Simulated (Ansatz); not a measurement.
Consider the following.

```xyz
6
Lattice="1.8251 -7.1748 0.0000 1.8251 7.1748 0.0000 0.0000 0.0000 3.4731" Properties=species:S:1:pos:R:3 pbc="T T T"
Si     1.8251    -6.3725     2.6048
Si     1.8251     6.3725     0.8683
Si     1.8251     3.6105     2.6048
Si     1.8251    -3.6105     0.8683
Hf     1.8251    -1.5041     2.6048
Hf     1.8251     1.5041     0.8683
```

No spin polarisation.

Method: Ansatz (a program for electronic structure) PBEsol, scalar-relativistic without spin-orbit coupling. k-mesh 13×13×13 (Γ-centred); smearing 0.05 eV (Fermi–Dirac).

Q: Estimate the band gap.

A: Zero.

Q: Estimate the space group.

A: Cmcm (No. 63).

Q: Predict the pressure (mean of the normal stresses, compression positive).

A: 8.2 GPa.

The cells carry an imposed strain or load. Stability against distortions was not tested. All final runs are without spin polarisation. The cell was made from HfSi$_{2}$ (space group Cmcm, No. 63) by this change: uniaxial strain ε_zz = −4.46 %.
